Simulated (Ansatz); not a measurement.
Start from TiO2 in the rutile structure (space group P4_2/mnm, No. 136; a = 4.597 Å, c = 2.954 Å).

Levels (all Ansatz, a program for electronic structure, PAW, earlier PAW set): r2SCAN (500 eV, no spin-orbit coupling); HSE06 (420 eV, no spin-orbit coupling).

Its gap is 2.22 eV with r2SCAN and 3.38 eV with HSE06.

One thing is altered: every lattice vector is shortened by 2.43 %; the atoms relax in the strained cell.

With r2SCAN the gap becomes 2.34 eV.

**Question.** If the HSE06 correction stayed the same, what would the HSE06 gap be, and what does the HSE06 run give?

**Answer.** A rigid correction of +1.16 eV gives 3.50 eV. The HSE06 run gives 3.52 eV, so the two effects roughly add.

Single points use the geometry relaxed with r2SCAN. Whether these cells are dynamically stable was not tested. The final runs are not spin-polarised.
